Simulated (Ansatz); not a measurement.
MgO in the wurtzite structure (space group P6_3mc, No. 186; a cell from a computed database, its experimental status unchecked)

```cif
data_Mg2O2
_chemical_formula_sum 'Mg2 O2'
_space_group_name_H-M_alt 'P 1'
_space_group_IT_number 1
_cell_length_a 3.30273
_cell_length_b 3.30273
_cell_length_c 5.02087
_cell_angle_alpha 90.000
_cell_angle_beta 90.000
_cell_angle_gamma 120.000
loop_
_space_group_symop_operation_xyz
  'x, y, z'
loop_
_atom_site_label
_atom_site_type_symbol
_atom_site_fract_x
_atom_site_fract_y
_atom_site_fract_z
_atom_site_occupancy
Mg1 Mg 0.33333 0.66667 0.00375 1
Mg2 Mg 0.66667 0.33333 0.50375 1
O1 O 0.33333 0.66667 0.40085 1
O2 O 0.66667 0.33333 0.90085 1
```

The values are results of Ansatz (an electronic-structure program) PBEsol, without spin-orbit coupling, not measurements. k-mesh 11×11×7 (Γ-centred); smearing 0.05 eV (Fermi–Dirac).

| Item | Value |
|---|---|
| Volume per atom | 11.86 Å³ |
| Density | 2.82 g/cm³ |
| Band gap | 3.36 eV, direct at Γ |
| Electron mass | 0.34 mₑ |
| Lowest conduction-band minima above the VBM | Γ 3.36 eV |
| Total energy | -1237.820 eV/atom (σ→0; compares only within this code and set-up) |

Masses are band curvatures over ±0.01 Å⁻¹ around the edge. Stability against distortions was not tested. This is not the structure that MgO has at room temperature and ambient pressure.
